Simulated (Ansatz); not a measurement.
System: HfO₂ (P4₂/mnm, No. 136, 6 atoms in the cell; start mp-776532; a measured phase of this formula has another space group). Method: LDA in Ansatz (plane waves, PAW).

Numerical settings: plane-wave cutoff 520 eV, 8×8×10 k mesh (along the axes of the cell as run), Fermi–Dirac smearing 0.01 eV, scalar-relativistic PAW data made under PBE.

Cell (relaxed at this level):

```cif
data_Hf2O4
_chemical_formula_sum 'Hf2 O4'
_space_group_name_H-M_alt 'P 1'
_space_group_IT_number 1
_cell_length_a 4.78914
_cell_length_b 4.78914
_cell_length_c 3.18605
_cell_angle_alpha 90.000
_cell_angle_beta 90.000
_cell_angle_gamma 90.000
loop_
_space_group_symop_operation_xyz
  'x, y, z'
loop_
_atom_site_label
_atom_site_type_symbol
_atom_site_fract_x
_atom_site_fract_y
_atom_site_fract_z
_atom_site_occupancy
Hf1 Hf 0.00000 0.00000 0.00000 1
Hf2 Hf 0.50000 0.50000 0.50000 1
O1 O 0.19510 0.80490 0.50000 1
O2 O 0.80490 0.19510 0.50000 1
O3 O 0.69510 0.69510 0.00000 1
O4 O 0.30490 0.30490 0.00000 1
```

**Question.** Estimate the band gap that the calculation returns.

**Answer.** 
* **band gap**: 3.88 eV

Spin–orbit coupling is not included.

Computed values are for the static lattice.

Cost on a shared machine: about 50 core-seconds (a rough figure).

A start named mp-… is a Materials Project structure, which need not be a measured phase.

Ansatz is a program for electronic structure.
